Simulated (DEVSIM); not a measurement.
System: GaP n-i-p diode, at 250 K.

```
layer (left to right)  material  thickness (μm)  Nd (cm⁻³)  Na (cm⁻³)  τn (s)  τp (s)
---------------------  --------  --------------  ---------  ---------  ------  ------
1                           GaP            1.00       6e17          -    2e-6    2e-6
2                           GaP            1.40          -     6.5e11    2e-6    2e-6
3                           GaP           0.590          -     1.2e17    2e-6    2e-6
```

Left contact: ohmic. Right contact: ohmic. Voltage is applied to the left contact. Recombination: SRH at mid-gap, Auger. Mobility is μmin + (μ − μmin)/(1 + (N/Nref)^α).

Constants are typed, rounded textbook-type inputs, not results; the design itself was drawn at random and stands for no fabricated device. Values at 300 K; Nc and Nv go as T^1.5, mobilities as T to minus their exponent, the gap by Varshni's rule with the affinity fixed.

```
parameter             GaP
----------------  -------
gap (eV)             2.26
affinity (eV)         3.8
permittivity         11.1
Nc (cm⁻³)          1.8e19
Nv (cm⁻³)          1.9e19
μn (cm²/Vs)           250
μp (cm²/Vs)           150
μn,min                 10
μp,min                 10
Nref,n             4.4e18
Nref,p               1e18
αn                    0.8
αp                   0.85
T exponent of μn      1.6
T exponent of μp     1.98
Cn (cm⁶/s)          1e-30
Cp (cm⁶/s)          1e-30
Varshni α (eV/K)  0.00058
Varshni β (K)         372
```

Simulated with DEVSIM: 1D drift-diffusion, Boltzmann statistics, complete ionisation; no tunnelling, impact ionisation, image-force lowering or self-heating.

The thickness of layer 3 was swept, all else fixed.

```tsv
thickness of layer 3 (μm)	dark forward voltage at 100 A/cm² (V)	dark forward voltage at 1 A/cm² (V)
0.12	1.991	1.875
0.21	1.999	1.887
0.35	2.007	1.897
0.59	2.016	1.908
1	2.025	1.918
1.8	2.035	1.929
2.9	2.043	1.937
```

From the first row to the last the dark forward voltage at 100 A/cm² goes from 1.991 to 2.043. From the first row to the last the dark forward voltage at 1 A/cm² goes from 1.875 to 1.937.
